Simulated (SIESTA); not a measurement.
## How far to go with the cutoff of the real-space grid: WC (P3m1, 2 atoms in the cell)

```xyz
2
Lattice="1.4623 -2.5327 0.0000 1.4623 2.5327 0.0000 0.0000 0.0000 2.8542" Properties=species:S:1:pos:R:3 pbc="T T T"
W      0.0000     0.0000     0.0500
C      1.4623     0.8442     1.4271
```

Computed with SIESTA with LDA PW92, numerical atomic orbitals DZP, PseudoDojo LDA standard norm-conserving potentials (rewritten from UPF to PSML).

Base settings: XC.functional = LDA; XC.authors = PW92; potentials = PseudoDojo LDA standard; PAO.BasisSize = DZP; PAO.EnergyShift = 0.01 Ry; MeshCutoff = 400 Ry; kgrid.MonkhorstPack = 5 5 4; OccupationFunction = MP; OccupationMPOrder = 0; ElectronicTemperature = 0.1 eV.

The second cell is the first with its lattice scaled by 0.98.

The mesh stays at the base's, so the ladder's end is converged at best in this setting alone.

Only quantities that move along the ladder and can be compared are tabulated.

The starting cell has typed, rounded lattice constants, without a prior relaxation at this level. Its lattice was rescaled by up to half a per cent. One atom was moved a little off its site on purpose. Spin polarisation is off. Values carry the incompleteness of an atom-centred basis. In the base run, with a pressure of about -14 GPa the cell is away from its equilibrium volume at this level. Without a gap this mesh is coarse (it stands for a supercell whose shortest vector is 11 Å).

| MeshCutoff | energy of the compressed cell less the first (meV/atom) | pressure (GPa) |
|---|---|---|
| 160 Ry (172 Ry used) | -6.15 | -13.80 |
| 180 Ry (195 Ry used) | -6.10 | -13.69 |
| 240 Ry (248 Ry used) | -6.09 | -13.81 |
| 280 Ry (305 Ry used) | -6.40 | -13.85 |
| 320 Ry (347 Ry used) | -6.43 | -13.77 |
| 360 Ry (388 Ry used) | -6.38 | -13.83 |
| 400 Ry (440 Ry used) | -6.22 | -13.82 |
| 440 Ry (441 Ry used) | -6.19 | -13.81 |
| 540 Ry (543 Ry used) | -6.22 | -13.84 |
| 600 Ry (689 Ry used) | -6.16 | -13.87 |
| 700 Ry (782 Ry used) | -6.15 | -13.89 |
| 800 Ry (848 Ry used) | -6.19 | -13.86 |
| 960 Ry (989 Ry used) | -6.19 | -13.89 |

Coarsest MeshCutoff that holds the pressure within 0.1 GPa of the last step, with all finer ones: 360 Ry (388 Ry used); the step before is off by 0.12 GPa.

Left out of this page: 4 runs of the series outside the window shown, repeating another row's setting, or not comparable.
